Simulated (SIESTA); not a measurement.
# A self-consistent single point of a sheet of MgI2 (3 atoms in the cell) with SIESTA

Method of the run: GGA PBE, numerical atomic orbitals DZP, PseudoDojo PBE standard norm-conserving potentials (rewritten from UPF to PSML) run with SIESTA.

Input as run:

```
# files in the folder: Mg.psml I.psml (PseudoDojo PBE standard)
SystemName  MgI2
SystemLabel siesta

NumberOfAtoms                3
NumberOfSpecies              2
%block ChemicalSpeciesLabel
  1 12 Mg
  2 53 I
%endblock ChemicalSpeciesLabel
LatticeConstant              1.0 Ang
%block LatticeVectors
     4.200821000    0.000000000    0.000000000
    -2.100411000    3.638018000    0.000000000
     0.000000000    0.000000000   17.335116000
%endblock LatticeVectors
AtomicCoordinatesFormat      Ang
%block AtomicCoordinatesAndAtomicSpecies
     0.000000000    0.000000000    8.667558000  1
    -0.000002434    2.425346546   10.335109484  2
     2.100412434    1.212671454    7.000006516  2
%endblock AtomicCoordinatesAndAtomicSpecies

XC.functional                GGA
XC.authors                   PBE
PAO.BasisSize                DZP
PAO.EnergyShift              0.01 Ry
MeshCutoff                   400 Ry
%block kgrid.MonkhorstPack
    9   0   0  0.0
    0   9   0  0.0
    0   0   1  0.0
%endblock kgrid.MonkhorstPack
OccupationFunction           MP
OccupationMPOrder            0
ElectronicTemperature        0.136 eV

MaxSCFIterations             150
SCF.Mixer.Method             Pulay
SCF.Mixer.Weight             0.1
SCF.Mixer.History            6
SCF.DM.Tolerance             1.0E-04
Diag.ParallelOverK           true
WriteForces                  true
```

Log, with long lists cut:

```
reinit: Reading from file input.fdf

reinit: System Name: MgI2
reinit: System Label: siesta

coor:   Atomic-coordinates input format  =     Cartesian coordinates
coor:                                          (in Angstroms)

siesta: Atomic coordinates (Bohr) and species
siesta:      0.00000   0.00000  16.37931  1        1
siesta:     -0.00000   4.58324  19.53053  2        2
siesta:      3.96920   2.29162  13.22810  2        3

siesta: System type = slab

initatomlists: Number of atoms, orbitals, and projectors:      3    35    72

siesta: ******************** Simulation parameters ****************************
redata: Spin configuration                          = none
redata: Time-Reversal Symmetry                      = T
redata: Number of Atomic Species                    =        2
redata: Mesh Cutoff                                 =   400.0000 Ry
redata: Net charge of the system                    =     0.0000 |e|
redata: Min. number of SCF Iter                     =        0
redata: Max. number of SCF Iter                     =      150
redata: SCF convergence failure will abort job
redata: SCF mix quantity                            = Hamiltonian
redata: Mix DM or H after convergence               =   F
redata: Recompute H after scf cycle                 =   F
redata: Mix DM in first SCF step                    =   T
redata: No kicks to SCF
redata: DM Mixing Weight for Kicks                  =     0.5000
redata: Require Harris convergence for SCF          =   F
redata: Harris energy tolerance for SCF             =     0.000100 eV
redata: Require DM convergence for SCF              =   T
redata: DM tolerance for SCF                        =     0.000100
redata: Require EDM convergence for SCF             =   F
redata: EDM tolerance for SCF                       =     0.001000 eV
redata: Require H convergence for SCF               =   T
redata: Hamiltonian tolerance for SCF               =     0.001000 eV
redata: Require (free) Energy convergence for SCF   =   F
redata: (free) Energy tolerance for SCF             =     0.000100 eV
redata: Using DFT-D3 dispersion                     =   F
redata: Using Saved Data (generic)                  =   F
redata: Method of Calculation                       = Diagonalization
redata: Electronic Temperature                      =  1578.2145 K
redata: Number of TDED substeps                     =        3
redata: Dynamics option                             = Single-point calculation
redata: Save all siesta data in one NC              =   F
redata: ***********************************************************************

%block SCF.Mixers
  Pulay
%endblock SCF.Mixers

%block SCF.Mixer.Pulay
  # Mixing method
  method pulay
  variant stable

  # Mixing options
  weight 0.1000
  weight.linear 0.1000
  history 6
%endblock SCF.Mixer.Pulay

DM_history_depth set to one: no extrapolation allowed by default for geometry relaxation
Size of DM history Fstack: 1
Total number of electrons:    24.000000
Total ionic charge:    24.000000

* ProcessorY, Blocksize:    1  36

* Orbital distribution balance (max,min):    35    35

 Kpoints in:           45 . Kpoints trimmed:           41

siesta: k-grid: Number of k-points = 41
siesta: k-points from Monkhorst-Pack grid
siesta: k-cutoff (effective) =     8.668 Ang
siesta: k-point supercell and displacements
siesta: k-grid:     9     0     0      0.000
siesta: k-grid:     0     9     0      0.000
siesta: k-grid:     0     0     1      0.000

diag: Algorithm                                     = D&C
diag: Parallel over k                               =   F
diag: Use parallel 2D distribution                  =   F
diag: Parallel block-size                           = 36
diag: Parallel distribution                         =     1 x     1
diag: Used triangular part                          = Lower
diag: Absolute tolerance                            =  0.100E-15
diag: Orthogonalization factor                      =  0.100E-05
diag: Memory factor                                 =  1.0000

superc: Internal auxiliary supercell:     5 x     5 x     1  =      25
superc: Number of atoms, orbitals, and projectors:     75    875   1800

                        Single-point calculation

superc: Internal auxiliary supercell:     5 x     5 x     1  =      25
superc: Number of atoms, orbitals, and projectors:     75    875   1800

outcell: Unit cell vectors (Ang):
        4.200821    0.000000    0.000000
       -2.100411    3.638018    0.000000
        0.000000    0.000000   17.335116

outcell: Cell vector modules (Ang)   :    4.200821    4.200822   17.335116
outcell: Cell angles (23,13,12) (deg):     90.0000     90.0000    120.0000
outcell: Cell volume (Ang**3)        :    264.9267
new_DM -- step:     1
Initializing Density Matrix...

Attempting to read DM from file... Failed...
DM filled with atomic data:

InitMesh: MESH = 48 x 48 x 216 = 497664
InitMesh: Mesh cutoff (required, used) =   400.000   429.098 Ry

stepf: Methfessel-Paxton step function
       Using Hermite-Gauss polynomials of order  0

        iscf     Eharris(eV)        E_KS(eV)     FreeEng(eV)     dDmax    Ef(eV) dHmax(eV)
   scf:    1    -2320.344719    -2319.433436    -2319.433436  1.595261 -3.367886  7.657545
   scf:    2    -2319.708799    -2319.578844    -2319.578844  0.014954 -3.807089  6.274963
   scf:    3    -2319.757919    -2319.739497    -2319.739497  0.049983 -2.902290  1.628890
   scf:    4    -2319.782388    -2319.766276    -2319.766276  0.017700 -3.631805  0.226183
   scf:    5    -2319.765852    -2319.766108    -2319.766108  0.007037 -3.799389  0.155165
   scf:    6    -2319.767518    -2319.766914    -2319.766914  0.002981 -3.779739  0.043639
   scf:    7    -2319.767056    -2319.766992    -2319.766992  0.000925 -3.776887  0.024531
   scf:    8    -2319.767022    -2319.767015    -2319.767015  0.000587 -3.772416  0.002070
   scf:    9    -2319.767015    -2319.767015    -2319.767015  0.000044 -3.772793  0.000327

SCF Convergence by DM+H criterion
max |DM_out - DM_in|         :     0.0000442332
max |H_out - H_in|      (eV) :     0.0003268819
SCF cycle converged after 9 iterations

Using DM_out to compute the final energy and forces

siesta: E_KS(eV) =            -2319.7670

siesta: E_KS - E_eggbox =     -2319.7670

siesta: Atomic forces (eV/Ang):
     1   -0.000000    0.000000   -0.000000
     2    0.000031   -0.000018    0.065099
     3   -0.000031    0.000018   -0.065099
   Tot   -0.000000    0.000000   -0.000000
   Max    0.065099
   Res    0.030688    sqrt( Sum f_i^2 / 3N )
   Max    0.065099    constrained

Stress tensor Voigt[x,y,z,yz,xz,xy] (kbar):        3.06        3.09       -1.38        0.00       -0.00        0.02
(Free)E + p*V (eV/cell)    -2320.0301
Target enthalpy (eV/cell)    -2319.7670

siesta: Program's energy decomposition (eV):
siesta: Ebs     =      -604.931902
siesta: Eions   =      3077.374549
siesta: Ena     =       462.120873
siesta: Ekin    =      1092.922983
siesta: Enl     =      -380.487315
siesta: Eso     =         0.000000
siesta: Edftu   =         0.000000
siesta: DEna    =        15.644606
siesta: DUscf   =         0.623139
siesta: DUext   =         0.000000
siesta: Ex      =      -399.982138
siesta: Ec      =       -33.234614
siesta: Exc     =      -433.216751
siesta: Eharris =     -2319.767015
siesta: Etot    =     -2319.767015
siesta: FreeEng =     -2319.767015

siesta: Atomic forces (eV/Ang):
siesta:      1   -0.000000    0.000000   -0.000000
siesta:      2    0.000031   -0.000018    0.065099
siesta:      3   -0.000031    0.000018   -0.065099
siesta: ----------------------------------------
siesta:    Tot   -0.000000    0.000000   -0.000000

siesta: Stress tensor (static) (eV/Ang**3):
siesta:     0.001910    0.000015   -0.000000
siesta:     0.000015    0.001928    0.000000
siesta:    -0.000000    0.000000   -0.000859

siesta: Cell volume =        264.926726 Ang**3

siesta: Pressure (static):
siesta:                Solid            Molecule  Units
siesta:          -0.00001082         -0.00001379  Ry/Bohr**3
siesta:          -0.00099299         -0.00126605  eV/Ang**3
siesta:          -1.59094694         -2.02844348  kBar

siesta: Electric dipole (a.u.)  =    0.000000    0.000000    0.000000
siesta: Electric dipole (Debye) =    0.000000    0.000000    0.000000
```

The run converged in 9 iterations.

The starting cell was generated: these elements placed on a structure prototype, without a prior relaxation; it need not be a known phase or ordering of this composition. Its lattice was rescaled in the plane by a random factor within 2.5 % of one. Values carry the incompleteness of an atom-centred basis.
